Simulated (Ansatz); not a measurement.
The reference is Zr in the hcp (Mg type) structure (space group P6_3/mmc, No. 194; a = 3.246 Å, c = 5.151 Å).

All numbers come from r2SCAN (Ansatz, an electronic-structure program), no SOC.

One change was made to it. Results:

| quantity | base | after |
|---|---|---|
| c/a ratio | 1.587 | 1.591 |
| shortest interatomic distance | 318.5 pm | 314.1 pm |
| density | 6.45 g/cm³ | 6.74 g/cm³ |

### Question
What was done to the base?
(A) pressure −1 GPa
(B) pressure 4.5 GPa
(C) pressure 2.1 GPa
(D) pressure −2 GPa

### Answer
B, pressure 4.5 GPa. For comparison, the shortest interatomic distance in the other runs: pressure 2.1 GPa gives 316.4 pm; pressure −2 GPa gives 320.7 pm; pressure −1 GPa gives 319.6 pm.

Load acts through the strain it causes; cell and atoms are relaxed under it. No phonon test of stability was made. The final runs are not spin-polarised. Measured, Zr leaves this structure (for the ω phase) near 3 GPa (temperature not stated; as listed in C. Cazorla, D. Alfè, M. J. Gillan, Physical Review B (2008)).
